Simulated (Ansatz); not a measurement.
Given:

```
CELL_PARAMETERS angstrom
      3.75069    -2.16546    -6.41170
     -3.75069     6.49639     0.00000
      3.75069    -2.16546     6.41170
ATOMIC_POSITIONS crystal
  B  0.03359 0.32429 0.28166
  B  0.03211 0.65785 0.28353
  B  0.03211 0.99112 0.28353
  B  0.53166 0.32429 0.78359
  B  0.53353 0.65785 0.78211
  B  0.53353 0.99112 0.78211
  B  0.96399 0.35065 0.71399
  B  0.96399 0.66066 0.71399
  B  0.96249 0.00416 0.71249
  B  0.46278 0.33646 0.21278
  B  0.46278 0.67243 0.21278
  B  0.49717 0.03883 0.24717
  N  0.79790 0.66656 0.54790
  N  0.79790 0.01257 0.54790
  N  0.29727 0.33894 0.04727
  N  0.30462 0.68691 0.05462
  N  0.30462 0.00567 0.05462
  N  0.20086 0.32431 0.44796
  N  0.20086 0.65784 0.44796
  N  0.19723 0.99101 0.45145
  N  0.69796 0.32431 0.95086
  N  0.69796 0.65784 0.95086
  N  0.70145 0.99101 0.94723
```

Spin-polarised, with starting moments of sign B0 B0 B0 B0 B0 B0 B+ B+ B0 B0 B0 B+ N0 N0 N0 N0 N0 N0 N0 N0 N0 N0 N0.

Method: DFT with PBEsol-D3(BJ), PAW potentials and a 420 eV plane-wave cutoff in Ansatz (a quantum-chemistry and plane-wave program), no spin-orbit coupling. Settings: 6×6×6 k-points, 0.01 eV Fermi–Dirac smearing.

Predict the gap of the supercell and pressure.

The gap of the supercell is zero and the pressure comes out as -7.2 GPa.

The magnetic state is the one reached from the starting moments; the real material's order can differ, and small cells can't hold many antiferromagnetic ones. The cell is small, so the values are those of an ordered compound at a high defect concentration; dilute-limit values will differ. The mesh was chosen for an insulator and is coarse for the gapless case. The defect started on the symmetric site and kept its symmetry, so it may sit on a saddle. Starting moments died away, wholly or in part, for N vacancy; another magnetic solution may exist. The cell was made from BN in the h-BN type structure (space group P6_3/mmc, No. 194; layered, stacked along the Cartesian z axis) by this change: N vacancy. The defect cell is spin-polarised and ends with 0.0 μB.
